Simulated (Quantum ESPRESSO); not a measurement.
Quantum ESPRESSO run on Te2Mo (P6_3/mmc, 6 atoms in the cell): self-consistent single point.

Computed with PBE, PSlibrary PAW (PBE) pseudopotentials (plane waves; Quantum ESPRESSO).

The change in words: lattice scaled by 0.98. Reference geometry:
```
Te2Mo
1.0
    3.50111     0.00000     0.00000
   -1.75056     3.03205     0.00000
    0.00000     0.00000    14.38265
Te Mo
4 2
Direct
  0.33333   0.66667   0.62782
  0.66667   0.33333   0.37218
  0.66667   0.33333   0.12782
  0.33333   0.66667   0.87218
  0.33333   0.66667   0.25000
  0.66667   0.33333   0.75000
```

Reference input (self-consistent single point, DFT, PBE, plane waves, PSlibrary PAW (PBE) pseudopotentials): ecutwfc = 55 Ry; ecutrho = 330 Ry; occupations = fixed; potentials = {Te: Te.pbe-n-kjpaw_psl.1.0.0.UPF, Mo: Mo.pbe-spn-kjpaw_psl.1.0.0.UPF}; K_POINTS = automatic 6 6 2 0 0 0; nbnd = 28; conv_thr = 1e-10 Ry; mixing_beta = 0.7. This run's input differs from it in these lines:

```diff
@@ -35,5 +35,5 @@
 CELL_PARAMETERS angstrom
-   3.501111461     0.000000000     0.000000000
-  -1.750555730     3.032051467     0.000000000
-   0.000000000     0.000000000    14.382655000
+   3.431089363     0.000000000     0.000000000
+  -1.715544682     2.971410551     0.000000000
+   0.000000000     0.000000000    14.095002000
```

Output, abridged:

```
     Self-consistent Calculation

     iteration #  1     ecut=    55.00 Ry     beta= 0.70

---- Real-time Memory Report at c_bands before calling an iterative solver
           364 MiB given to the printing process from OS
           112 MiB allocation reported by mallinfo(arena+hblkhd)
------------------

     negative rho (up, down):  4.731E-05 0.000E+00

     total energy              =   -2177.47474515 Ry
     estimated scf accuracy    <       1.17938867 Ry

     iteration #  2     ecut=    55.00 Ry     beta= 0.70

---- Real-time Memory Report at c_bands before calling an iterative solver
   [... lines left out ...]

---- Real-time Memory Report at c_bands before calling an iterative solver
           445 MiB given to the printing process from OS
           161 MiB allocation reported by mallinfo(arena+hblkhd)
------------------

     total energy              =   -2178.31252922 Ry
     estimated scf accuracy    <          4.1E-10 Ry

     iteration # 18     ecut=    55.00 Ry     beta= 0.70

---- Real-time Memory Report at c_bands before calling an iterative solver
           445 MiB given to the printing process from OS
           161 MiB allocation reported by mallinfo(arena+hblkhd)
------------------
     End of self-consistent calculation

     highest occupied, lowest unoccupied level (ev):    10.6007   11.5983

!    total energy              =   -2178.31252922 Ry
     estimated scf accuracy    <          8.7E-11 Ry

      -> PAW hartree energy AE =     211.98565634 Ry
      -> PAW hartree energy PS =    -210.95911099 Ry
      -> PAW xc energy AE      =   -1894.74068791 Ry
      -> PAW xc energy PS      =      99.88124786 Ry
      -> total E_H with PAW    =     127.47212747 Ry
      -> total E_XC with PAW   =   -1900.87298299 Ry

     convergence has been achieved in  18 iterations

     Forces acting on atoms (cartesian axes, Ry/au):

     atom    1 type  1   force =    -0.00000000   -0.00000000   -0.08531446
     atom    2 type  1   force =    -0.00000000   -0.00000000    0.08531446
   [... lines left out ...]

     Total force =     0.170629     Total SCF correction =     0.000009

          total   stress  (Ry/bohr**3)                   (kbar)     P=      146.59
   0.00089085   0.00000000   0.00000000          131.05        0.00        0.00
   0.00000000   0.00089085   0.00000000            0.00      131.05        0.00
   0.00000000   0.00000000   0.00120787            0.00        0.00      177.68

   JOB DONE.
```

The run converged in 18 iterations. Against the reference run the free energy goes up by 99.7 meV/atom, the pressure goes from 6.54 to 14.66 GPa, the largest force goes from 1.087 to 2.194 eV/Å and the gap on the mesh goes from 0.968 to 0.998 eV. The full log also holds: “c_bands:  2 eigenvalues not converged”.

The starting cell comes from a database of computed structures (which also holds hypothetical and non-ambient phases and stackings), without a prior relaxation at this level. Its lattice was rescaled by a random factor within 2.5 % of one. For this run, on top of that: lattice scaled by 0.98. Spin-orbit coupling is off. With a pressure of about 15 GPa the cell is away from its equilibrium volume at this level. Forces in this geometry exceed 1 eV/Å.

Cost on one core of a shared machine: roughly 2 min.
